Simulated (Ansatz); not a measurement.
The parent structure is InP in the zinc blende structure (space group F-43m, No. 216; a = 5.827 Å).

Level of theory: Ansatz (a first-principles code) LDA, no SOC.

Base values:

```
Item                                   Value
---------------  ---------------------------
Band gap                             0.58 eV
Hole mass        0.046, 0.41, 0.41 mₑ (at Γ)
Volume per atom                     24.73 Å³
Gap character                    direct at Γ
```

One thing is altered: a hydrostatic pressure of 15 GPa.

**Question.** Predict the new band gap.

**Answer.** The band gap increases by 0.706 eV (0.58 eV → 1.28 eV).

**Question.** How does this affect the hole mass?

**Answer.** The hole mass (degenerate bands, along [100]) changes from 0.046, 0.41, 0.41 mₑ (at Γ) to 0.097, 0.34, 0.34 mₑ (at Γ).

**Question.** What happens to the volume per atom?

**Answer.** The volume per atom falls by 3.44 Å³ (24.73 Å³ → 21.29 Å³).

**Question.** What happens to the gap character?

**Answer.** The gap character becomes indirect, Γ → X (base: direct at Γ).

Load acts through the strain it causes; cell and atoms are relaxed under it. Effective masses come from finite differences of ±0.01 Å⁻¹. Whether these cells are dynamically stable was not tested. Measured, InP leaves this structure (for rock salt) near 9.8 GPa (temperature not stated; as listed in Datta, Sujoy, Jana, Debnarayan, arXiv (2020)).
